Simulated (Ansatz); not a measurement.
The starting structures come from a database of crystals and need not be the phases stable at ambient conditions.

 Where the default PAW files enter, the runs use the earlier of Ansatz's two default sets.

**Evanescent states of SrBrF (P4/nmm, not sure to be the ambient phase, 6 atoms a cell, 21.9 Å³ an atom) along the normal of (001)**

Calculation: r2SCAN (plane waves, PAW; Ansatz, a first-principles code).

The gap is the functional's own, uncorrected, and κ follows it; spin-orbit coupling is left out. Mid-gap values are interpolated between the computed energies.

Energies count from the valence-band top; κ is the least over a 8×8 mesh across the current.

| E (eV) | κ (1/Å) | where |
|---|---|---|
| 0.14 | 0.182 | Γ |
| 0.41 | 0.256 | Γ |
| 0.68 | 0.301 | Γ |
| 0.94 | 0.332 | Γ |
| 1.22 | 0.354 | Γ |
| 1.49 | 0.370 | Γ |
| 1.75 | 0.380 | Γ |
| 2.02 | 0.387 | Γ |
| 2.29 | 0.390 | Γ |
| 2.56 | 0.391 | Γ |
| 2.83 | 0.389 | Γ |
| 3.10 | 0.384 | Γ |
| 3.38 | 0.377 | Γ |
| 3.65 | 0.367 | Γ |
| 3.92 | 0.355 | Γ |
| 4.18 | 0.340 | Γ |
| 4.46 | 0.322 | Γ |
| 4.72 | 0.300 | Γ |
| 5.00 | 0.273 | Γ |
| 5.26 | 0.240 | Γ |
| 5.54 | 0.197 | Γ |
| 5.80 | 0.078 | Γ |

Task: How thick must the barrier be to attenuate the transmission by 10^8 when the electrodes' Fermi level lies at 0.41 eV, and what attenuation does that film give at 3.10 eV?

Result: d = 8 ln 10 / (2 × 0.256) = 36.0 Å. At 3.10 eV it gives 8 × 0.384/0.256 = 12.0 decades.
